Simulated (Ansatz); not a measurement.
For MoP (P-6m2, No. 187; start COD 1539074), LDA (plane waves, PAW; Ansatz, a program for electronic structure) gives:

* **equilibrium lattice constant a**: 3.191 Å
* **lattice parameter c**: 3.157 Å
* **bulk modulus B0**: 242 GPa
* **cohesive energy**: 7.04 eV/atom

Question: What does PBE in Ansatz (plane waves, PAW) give for the same quantities?

Answer: 
- lattice constant a: 3.241 Å (increases by 1.6 %)
- lattice parameter c: 3.196 Å (increases by 1.2 %)
- bulk modulus: 215 GPa (shrinks by 11 %)
- cohesive energy: 5.58 eV/atom (falls by 1.46 eV/atom)

Changes are worked out from the printed values.

Unless a cell is named, each level is at its own relaxed cell (LDA 13.92, PBE 14.53 Å³/atom).

Caveats: the bulk modulus is −V dP/dV from two relaxed cells at ±2 % in volume (LDA, PBE); the relaxation could not lower the start's symmetry, so the cell can be a saddle point above a distorted one (LDA, PBE). Ansatz's density-functional and Hartree–Fock values are scalar-relativistic unless marked +SOC, with PAW data made under PBE.
